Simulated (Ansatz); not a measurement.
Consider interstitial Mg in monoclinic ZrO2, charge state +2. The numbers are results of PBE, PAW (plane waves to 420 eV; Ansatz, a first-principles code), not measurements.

Settings: 96 host sites, the relaxed PBE lattice, the Γ point alone, smearing 0.01 eV, spin-restricted, no image-charge correction. No zero-point or tunnelling terms. The charge state is imposed; whether it is stable for some Fermi level was not computed. Sites that were not tried may lie lower.

Barriers: single points on a 2×2×2 k-point mesh shifted by half a step at the bands' geometries.

The step: one Mg atom jumps by itself (a rearrangement that moves the defect's centre by under 1 Å). Atoms about the jump, Cartesian Å from the middle of the jump, before and after:

```json
[
 {"atom": "Mg1", "x0": "-0.35", "y0": "0.20", "z0": "-0.14", "x1": "0.35", "y1": "-0.20", "z1": "0.14"},
 {"atom": "O2", "x0": "0.55", "y0": "1.73", "z0": "-0.85", "x1": "0.52", "y1": "1.60", "z1": "-0.77"},
 {"atom": "O3", "x0": "-0.52", "y0": "-1.60", "z0": "0.77", "x1": "-0.55", "y1": "-1.73", "z1": "0.85"},
 {"atom": "O4", "x0": "-0.02", "y0": "-0.81", "z0": "-1.77", "x1": "-0.02", "y1": "-0.85", "z1": "-1.75"},
 {"atom": "O5", "x0": "0.02", "y0": "0.85", "z0": "1.75", "x1": "0.02", "y1": "0.81", "z1": "1.77"},
 {"atom": "O6", "x0": "-2.21", "y0": "1.16", "z0": "0.14", "x1": "-2.35", "y1": "1.23", "z1": "0.17"},
 {"atom": "O7", "x0": "2.35", "y0": "-1.23", "z0": "-0.17", "x1": "2.21", "y1": "-1.16", "z1": "-0.14"},
 {"atom": "Zr8", "x0": "-1.94", "y0": "-0.30", "z0": "1.80", "x1": "-1.93", "y1": "-0.24", "z1": "1.69"},
 {"atom": "Zr9", "x0": "1.93", "y0": "0.24", "z0": "-1.69", "x1": "1.94", "y1": "0.30", "z1": "-1.80"},
 {"atom": "Zr10", "x0": "-1.30", "y0": "-2.46", "z0": "-1.10", "x1": "-1.29", "y1": "-2.44", "z1": "-1.11"},
 {"atom": "Zr11", "x0": "1.29", "y0": "2.44", "z0": "1.11", "x1": "1.30", "y1": "2.46", "z1": "1.10"},
 {"atom": "O12", "x0": "-2.90", "y0": "-1.31", "z0": "-0.05", "x1": "-2.89", "y1": "-1.29", "z1": "-0.07"},
 {"atom": "O13", "x0": "2.89", "y0": "1.29", "z0": "0.07", "x1": "2.90", "y1": "1.31", "z1": "0.05"},
 {"atom": "Zr14", "x0": "-1.24", "y0": "2.93", "z0": "-1.14", "x1": "-1.22", "y1": "2.83", "z1": "-1.10"},
 {"atom": "Zr15", "x0": "1.22", "y0": "-2.83", "z0": "1.10", "x1": "1.24", "y1": "-2.93", "z1": "1.14"},
 {"atom": "O16", "x0": "-1.88", "y0": "1.36", "z0": "-2.49", "x1": "-1.89", "y1": "1.34", "z1": "-2.49"},
 {"atom": "O17", "x0": "1.89", "y0": "-1.34", "z0": "2.49", "x1": "1.88", "y1": "-1.36", "z1": "2.49"},
 {"atom": "O18", "x0": "-0.44", "y0": "3.54", "z0": "0.78", "x1": "-0.45", "y1": "3.50", "z1": "0.81"},
 {"atom": "O19", "x0": "0.45", "y0": "-3.50", "z0": "-0.81", "x1": "0.44", "y1": "-3.54", "z1": "-0.78"},
 {"atom": "O20", "x0": "1.00", "y0": "0.90", "z0": "-3.49", "x1": "0.97", "y1": "0.94", "z1": "-3.50"},
 {"atom": "O21", "x0": "-0.97", "y0": "-0.94", "z0": "3.50", "x1": "-1.00", "y1": "-0.90", "z1": "3.49"},
 {"atom": "Zr22", "x0": "-3.50", "y0": "0.20", "z0": "-1.53", "x1": "-3.50", "y1": "0.22", "z1": "-1.52"},
 {"atom": "Zr23", "x0": "3.50", "y0": "-0.22", "z0": "1.52", "x1": "3.50", "y1": "-0.20", "z1": "1.53"},
 {"atom": "Zr24", "x0": "-0.78", "y0": "-0.20", "z0": "-3.74", "x1": "-0.80", "y1": "-0.22", "z1": "-3.72"},
 {"atom": "Zr25", "x0": "0.80", "y0": "0.22", "z0": "3.72", "x1": "0.78", "y1": "0.20", "z1": "3.74"},
 {"atom": "O26", "x0": "-2.35", "y0": "-1.36", "z0": "-2.72", "x1": "-2.37", "y1": "-1.37", "z1": "-2.73"},
 {"atom": "O27", "x0": "2.37", "y0": "1.37", "z0": "2.73", "x1": "2.35", "y1": "1.36", "z1": "2.72"}
]
```

### Question
Give the saddle-point geometry and the barrier.

### Answer

| atom | x | y | z |
|---|---|---|---|
| Mg1 | -0.01 | 0.01 | 0.00 |
| O2 | 0.54 | 1.68 | -0.81 |
| O3 | -0.55 | -1.67 | 0.82 |
| O4 | -0.03 | -0.83 | -1.77 |
| O5 | 0.02 | 0.84 | 1.77 |
| O6 | -2.26 | 1.18 | 0.16 |
| O7 | 2.26 | -1.18 | -0.15 |
| Zr8 | -1.96 | -0.27 | 1.76 |
| Zr9 | 1.96 | 0.27 | -1.75 |
| Zr10 | -1.30 | -2.46 | -1.11 |
| Zr11 | 1.30 | 2.46 | 1.11 |
| O12 | -2.91 | -1.30 | -0.06 |
| O13 | 2.90 | 1.31 | 0.06 |
| Zr14 | -1.23 | 2.87 | -1.11 |
| Zr15 | 1.23 | -2.87 | 1.12 |
| O16 | -1.89 | 1.35 | -2.49 |
| O17 | 1.89 | -1.35 | 2.49 |
| O18 | -0.44 | 3.52 | 0.80 |
| O19 | 0.44 | -3.52 | -0.79 |
| O20 | 0.99 | 0.92 | -3.49 |
| O21 | -0.99 | -0.91 | 3.49 |
| Zr22 | -3.49 | 0.21 | -1.52 |
| Zr23 | 3.49 | -0.20 | 1.52 |
| Zr24 | -0.79 | -0.21 | -3.73 |
| Zr25 | 0.79 | 0.21 | 3.74 |
| O26 | -2.36 | -1.36 | -2.72 |
| O27 | 2.36 | 1.37 | 2.73 |
It lies 0.074 eV above the start and 0.074 eV above the end. The saddle point's order was not checked, and it lies on a symmetry element of the cell, where a band can be held.
